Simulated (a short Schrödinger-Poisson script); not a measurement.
From a short Schrödinger-Poisson script (our own, NumPy): 1D Poisson equation in equilibrium, electrons quantum, Hartree (BenDaniel-Duke, 40 states a valley, the channel's in-plane mass for all, wave functions free to enter the barrier), parabolic valleys, classical holes, full ionisation, no traps, pinning or gate leakage.

System: gated In0.52Al0.48As/In0.53Ga0.47As δ-doped gas in a quantum well, at 77 K.

From the gate side: 8 nm In0.52Al0.48As; 5 nm In0.52Al0.48As; 10 nm In0.53Ga0.47As; 4000 nm In0.52Al0.48As, acceptors 1e15 cm⁻³.

The device is made up for the run: typed textbook-type constants, with dimensions and the other settings drawn at random. In0.52Al0.48As: permittivity 12.5, conduction-band edge (eV) 0.52, gap (eV) 1.45, electron mass (mₑ) 0.075, Nv at 300 K (cm⁻³) 1.1e19. In0.53Ga0.47As: permittivity 13.9, conduction-band edge (eV) 0, gap (eV) 0.74, Nv at 300 K (cm⁻³) 7.7e18.

Channel valleys (confinement mass, in-plane density-of-states mass, number): Γ 0.041, 0.041, 1. At the gate the conduction-band edge of layer 1 lies 0.65 eV − eVg above the Fermi level of the channel; the field vanishes at the back. Sheet of ionised δ-doping: +2.3e12 e/cm² at 8 nm from the gate. The barrier under the gate holds no holes. Gaps are held at their typed values at every temperature. Mesh 0.08 nm at interfaces.

Question: Give the centroid of the channel electrons at Vg = 0.4 V (nm); the capacitance at Vg = 0.4 V (μF/cm²); the gate voltage at 1e11 electrons/cm² (V).

Answer: centroid of the channel electrons at Vg = 0.4 V (nm): 4.25; capacitance at Vg = 0.4 V (μF/cm²): 0.575; gate voltage at 1e11 electrons/cm² (V): -0.03.
